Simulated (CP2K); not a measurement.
A self-consistent single point of Ca (Fm-3m, 1 atom in the cell) with CP2K.

Computed with PBE, GPW, DZVP-MOLOPT-SR-GTH basis, GTH-PBE potentials (GTH_POTENTIALS) (CP2K).

The change in words: lattice scaled by 0.98. Reference geometry:
```
Ca
1.0
    4.03450     0.00000     0.00000
    2.01725     3.49398     0.00000
    2.01725     1.16466     3.29415
Ca
1
Direct
  0.00000   0.00000   0.00000
```

Reference input (self-consistent single point, DFT PBE, GPW, DZVP-MOLOPT-SR-GTH basis, GTH-PBE potentials (GTH_POTENTIALS)): CUTOFF = 500 Ry; REL_CUTOFF = 50 Ry; SMEAR/METHOD = GAUSSIAN; SIGMA = 0.272 eV; KPOINTS/SCHEME = MONKHORST-PACK 10 10 10; GAMMA_CENTERED = T; XC_FUNCTIONAL = PBE; Ca/BASIS_SET = DZVP-MOLOPT-SR-GTH-q10; Ca/POTENTIAL = GTH-PBE-q10; METHOD = GPW; EPS_DEFAULT = 1e-11; NGRIDS = 5. This run's input differs from it in these lines:

```diff
@@ -64,5 +64,5 @@
     &CELL
-      A 4.03450000 0.00000000 0.00000000
-      B 2.01725000 3.49397900 0.00000000
-      C 2.01725000 1.16466000 3.29415500
+      A 3.95381000 0.00000000 0.00000000
+      B 1.97690500 3.42410000 0.00000000
+      C 1.97690500 1.14136700 3.22827300
       PERIODIC XYZ
```

Log, with long lists cut:

```
 SCF WAVEFUNCTION OPTIMIZATION

  Step     Update method      Time    Convergence         Total energy    Change
     1 NoMix/Diag. 0.30E+00      -     1.60226916       -36.8136091606 -3.68E+01
     2 Broy./Diag. 0.30E+00      -     0.00370915       -36.5804356371  2.33E-01
     3 Broy./Diag. 0.30E+00      -     0.01507534       -36.6843793744 -1.04E-01
     4 Broy./Diag. 0.30E+00      -     0.00126443       -36.7333346291 -4.90E-02
     5 Broy./Diag. 0.30E+00      -     0.00129252       -36.7310378460  2.30E-03
     6 Broy./Diag. 0.30E+00      -     0.00025803       -36.7248911711  6.15E-03
   [... 3 lines left out ...]
    10 Broy./Diag. 0.30E+00      -     0.00003549       -36.7233210039  8.32E-05
    11 Broy./Diag. 0.30E+00      -     0.00000201       -36.7232573402  6.37E-05
    12 Broy./Diag. 0.30E+00      -     0.00000138       -36.7232423298  1.50E-05
    13 Broy./Diag. 0.30E+00      -     0.00000014       -36.7232407084  1.62E-06
  *** SCF run converged in    13 steps ***

  Overlap energy of the core charge distribution:               0.00000000000000
  Self energy of the core charge distribution:                -72.33199789073799
  Core Hamiltonian energy:                                     16.84444538606078
  Hartree energy:                                              23.85461861269940
  Exchange-correlation energy:                                 -5.08873043547708
  Smearing free energy correction:                             -0.00157638118193
  Fermi energy:                                                 0.14670685035288

  Total energy:                                               -36.72324070837331
  Total energy (extrapolated to sigma->0):                    -36.72245251778234

   [... lines left out ...]

 STRESS| Analytical stress tensor [bar]
 STRESS|                        x                   y                   z
 STRESS|      x        2.70493554112E+03   9.46821219746E-02   6.69506587755E-02
 STRESS|      y        9.46821219746E-02   2.70470704182E+03   2.57777269202E-02
 STRESS|      z        6.69506587755E-02   2.57777269202E-02   2.70462667117E+03
 STRESS| 1/3 Trace                                             2.70475641803E+03
```

The run converged in 13 iterations. Against the reference run the free energy drops by 4.2 meV/atom and the pressure goes from -0.72 to 0.27 GPa.

The starting cell comes from a database of computed structures (which also holds hypothetical and non-ambient phases and stackings), without a prior relaxation at this level. Its lattice was rescaled by a random factor within 2.5 % of one. For this run, on top of that: lattice scaled by 0.98. Values carry the incompleteness of an atom-centred basis.

Cost on one core of a shared machine: roughly 50 s.
